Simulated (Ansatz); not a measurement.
**A computed series for Pt: pressure series**

The reference is Pt in the fcc (Cu type) structure (space group Fm-3m, No. 225).

```xyz
1
Lattice="0.0000 1.9701 1.9701 1.9701 0.0000 1.9701 1.9701 1.9701 0.0000" Properties=species:S:1:pos:R:3 pbc="T T T"
Pt     0.0000     0.0000     0.0000
```

Cell and atoms are relaxed at each pressure.

Computed with Ansatz (a first-principles code) r2SCAN, no SOC.

| pressure (GPa) | volume per atom (Å³/atom) |
|---|---|
| -2 | 15.410 |
| -1 | 15.352 |
| 0 | 15.294 |
| 3 | ? |
| 7 | 14.929 |
| 15 | 14.571 |
| 30 | 14.016 |
| 50 | 13.431 |
| 100 | 12.393 |

**Question.** Fit the third-order Birch–Murnaghan form P(V) = (3B₀/2)[(V₀/V)^(7/3) − (V₀/V)^(5/3)]·[1 + (3/4)(B₀′ − 4)((V₀/V)^(2/3) − 1)] (squares taken in P) to the rows shown and predict the withheld row.

**Answer.** Least squares on the printed values gives V₀ = 15.294 Å³/atom, B₀ = 273 GPa, B₀′ = 5.3; this predicts 15.132 Å³/atom, and the run gives 15.131 Å³/atom, in agreement.

Measured bulk modulus of Pt: 289 GPa (static lattice; corrected from measurement; as listed in H. Levämäki et al., Physical Review B (2014)); the computed value is 5 % below it.

Load acts through the strain it causes; cell and atoms are relaxed under it. No phonon test of stability was made. Competing high-pressure phases were not computed. All final runs are without spin polarisation.
